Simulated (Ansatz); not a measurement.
System: MgCdS2 (model structure, started from the ScAlN2 type, P3m1, No. 156, 4 atoms in the cell). Method: PBE (Ansatz, an electronic-structure program, PAW).

Run with plane-wave cutoff 520 eV, scalar-relativistic PAW data made under PBE.

Cell (relaxed at this level):

```cif
data_CdMgS2
_chemical_formula_sum 'Cd1 S2 Mg1'
_space_group_name_H-M_alt 'P3m1'
_space_group_IT_number 156
_space_group_name_Hall 'P 3 -2"'
_cell_length_a 4.12256
_cell_length_b 4.12256
_cell_length_c 6.67120
_cell_angle_alpha 90.000
_cell_angle_beta 90.000
_cell_angle_gamma 120.000
loop_
_atom_site_label
_atom_site_type_symbol
_atom_site_symmetry_multiplicity
_atom_site_Wyckoff_symbol
_atom_site_fract_x
_atom_site_fract_y
_atom_site_fract_z
_atom_site_occupancy
Cd1 Cd 1 b 0.33333 0.66667 0.00685 1
S1 S 1 b 0.33333 0.66667 0.39142 1
Mg1 Mg 1 c 0.66667 0.33333 0.50057 1
S2 S 1 c 0.66667 0.33333 0.87117 1
```

**Question.** Predict the bulk modulus B0.

**Answer.** 
- bulk modulus B0: 54.2 GPa

Note: the bulk modulus is −V dP/dV from two relaxed cells at ±2 % in volume; the relaxation could raise the start's symmetry but not lower it, so the cell can be a saddle point.

The computed numbers hold no vibrational or temperature effects.

Cost on a shared machine: around 4 core-minutes (rough).

A model structure was made by putting elements into a prototype or built by hand; it is no filed structure, need not be a known phase, and can be a saddle point held by its symmetry.
